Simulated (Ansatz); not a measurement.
Start from CdS in the zinc blende structure (space group F-43m, No. 216; a = 5.8778 Å).

Method: r2SCAN (Ansatz, a first-principles code; PAW; 500 eV plane waves; no spin-orbit coupling).

Its conduction minimum is a single valley at Γ with mass 0.15 mₑ.

The change: 0.0254 electrons added to each cell, a density of 5.0×10^20 cm⁻³, with a uniform compensating background at fixed cell and a 300 K Fermi–Dirac width.

Q: Where would a parabolic band put the Fermi level, and where does the calculation put it?

A: k_F = (3π²n)^(1/3) = 0.246 Å⁻¹, so ħ²k_F²/2m = 1.5 eV above the band edge at zero temperature. The calculation gives 0.90 eV (to 0.05 eV): the band is strongly non-parabolic or higher valleys fill at this density.

Charged cell with a jellium background: band edges are those of the host's band count, energies are not comparable with the neutral cell, and many-body gap narrowing is missing. The levels and masses belong to the bands next to the band gap. Masses are band curvatures over ±0.01 Å⁻¹ around the edge. Stability against distortions was not tested.
